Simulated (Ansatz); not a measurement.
The starting structures come from a database of crystals and need not be the phases stable at ambient conditions.

Inside the gap of an insulator the Bloch states are evanescent, with a wavenumber k + iκ along the transport direction.

Input:

```
CELL_PARAMETERS angstrom
      3.15533     0.00000     0.00000
      0.00000     3.15533     0.00000
      1.57767    -1.57767     4.15127
ATOMIC_POSITIONS crystal
  Al 0.66133 0.33867 0.67734
  Al 0.33867 0.66133 0.32266
  Os 0.00000 0.00000 0.00000
```

Space group of this cell: I4/mmm. The cell is taken as given.

Transport runs along the normal of the first two printed cell vectors, the (001) plane of the conventional cell.

The gap is the functional's own. No spin-orbit coupling. Mid-gap values are interpolated on the energy grid.

Task: Give the band gap and the smallest decay constant κ at mid-gap that Ansatz (a first-principles code) with r2SCAN yields.

Result: Gap 0.50 eV on a 10×10×10 mesh; κ = 0.090 1/Å, at (0.200, 0.200) of the in-plane reciprocal vectors. At the zone centre, at the nearest computed energy, the slowest state has κ = 0.35 1/Å.
